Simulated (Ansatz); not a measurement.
Response to strain in Cu

Consider Cu (space group P6_3/mmc, No. 194; a = 2.5181 Å, c = 8.2460 Å; a cell from a computed database, its experimental status unchecked; relaxed with 0.1 eV smearing). Axes: x lies along a and z along c of the hexagonal cell.

Strains are applied to the cell and any free atomic positions relax; under biaxial strain the out-of-plane vector relaxes too.

Method: PBEsol (Ansatz, a quantum-chemistry and plane-wave program), scalar-relativistic without spin-orbit coupling.

Notes on the quantities. energy relative to the base: free energy F; pressure: mean of the normal stresses, compression positive.

```csv
change,energy relative to the base,pressure,volume per atom
base,0 meV/atom,0.0 GPa,11.32 Å³
"biaxial strain +4.63 %, plane normal [001], relaxed out of plane",–,-7.3 GPa,11.98 Å³
isotropic strain −2.25 %,+30 meV/atom,13.6 GPa,10.57 Å³
isotropic strain +0.31 %,+0.5 meV/atom,-1.5 GPa,11.43 Å³
isotropic strain +0.78 %,+3.1 meV/atom,-3.7 GPa,11.59 Å³
isotropic strain +3.78 %,+66 meV/atom,-14.1 GPa,12.65 Å³
tensor shear ε_xy = +1.45 %,+1.7 meV/atom,0.1 GPa,11.32 Å³
```

Stability against distortions was not tested. All final runs are without spin polarisation. This is not the structure that Cu has at room temperature and ambient pressure.
